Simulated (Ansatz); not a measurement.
Take TiSe$_{2}$ in the CdI2 type structure (space group P-3m1, No. 164; a = 3.4801 Å, c = 5.8719 Å; layered, stacked along the Cartesian z axis; relaxed with 0.1 eV smearing) as the base. Axes: x lies along a and z along c of the hexagonal cell.

The values are results of Ansatz (a first-principles code) PBE-D3(BJ), scalar-relativistic without spin-orbit coupling, not measurements.

The change: compressive biaxial strain of 0.35 % in the plane normal to [001], as in epitaxy on a mismatched substrate; the out-of-plane cell vector and the atoms relax.

Question: How does this affect the out-of-plane strain?

Answer: The out-of-plane strain is +0.23 %.

Question: What does the calculation give for the in-plane stress after the change?

Answer: The mean in-plane stress (compression positive) comes out as +0.5 GPa.

Whether these cells are dynamically stable was not tested. All final runs are without spin polarisation.
